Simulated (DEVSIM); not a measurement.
System: abrupt InP p-n junction, at 300 K.

| layer (left to right) | material | thickness (μm) | Nd (cm⁻³) | Na (cm⁻³) | τn (s) | τp (s) |
|---|---|---|---|---|---|---|
| 1 | InP | 1.60 | - | 1.4e17 | 5.5e-8 | 5.5e-8 |
| 2 | InP | 110 | 2.8e17 | - | 5.5e-8 | 5.5e-8 |

Left contact: ohmic. Right contact: ohmic. Voltage is applied to the left contact. Recombination: SRH at mid-gap, radiative, Auger. Mobility is μmin + (μ − μmin)/(1 + (N/Nref)^α).

Constants are typed, rounded textbook-type inputs, not results; the design itself was drawn at random and stands for no fabricated device. Values at 300 K.

```tsv
parameter	InP
gap (eV)	1.344
affinity (eV)	4.38
permittivity	12.5
Nc (cm⁻³)	5.7e17
Nv (cm⁻³)	1.1e19
μn (cm²/Vs)	5200
μp (cm²/Vs)	170
μn,min	400
μp,min	10
Nref,n	3e17
Nref,p	4.9e17
αn	0.47
αp	0.62
B (cm³/s)	1.2e-10
Cn (cm⁶/s)	9e-31
Cp (cm⁶/s)	9e-31
```

DEVSIM, 1D drift-diffusion, Boltzmann statistics, complete ionisation; no tunnelling, impact ionisation, image-force lowering or self-heating.

Base results: dark forward voltage at 100 A/cm² (V) 1.082; dark forward voltage at 1 A/cm² (V) 0.952; largest field in the device at zero bias (V/cm) 180000; potential step across the device at zero bias (V) 1.213.

Q: What follows from this one change: thickness of layer 2 110 → 190 μm?

A: dark forward voltage at 100 A/cm² 1.082 → 1.088 V; dark forward voltage at 1 A/cm² little changed (0.952 V); largest field in the device at zero bias little changed (180000 V/cm); potential step across the device at zero bias little changed (1.213 V).

Q: What follows from this one change: thickness of layer 1 1.6 → 2.7 μm?

A: dark forward voltage at 100 A/cm² 1.082 → 1.094 V; dark forward voltage at 1 A/cm² 0.952 → 0.965 V; largest field in the device at zero bias little changed (180000 V/cm); potential step across the device at zero bias little changed (1.213 V).

Q: What follows from this one change: doping Na of layer 1 1.4e+17 → 1.4e+16 cm^-3?

A: dark forward voltage at 100 A/cm² 1.082 → 1.015 V; dark forward voltage at 1 A/cm² 0.952 → 0.884 V; largest field in the device at zero bias 180000 → 66000 V/cm; potential step across the device at zero bias 1.213 → 1.153 V.

Q: What follows from this one change: constant mobility in place of the doping-dependent one?

A: dark forward voltage at 100 A/cm² 1.082 → 1.065 V; dark forward voltage at 1 A/cm² 0.952 → 0.939 V; largest field in the device at zero bias little changed (180000 V/cm); potential step across the device at zero bias little changed (1.213 V).
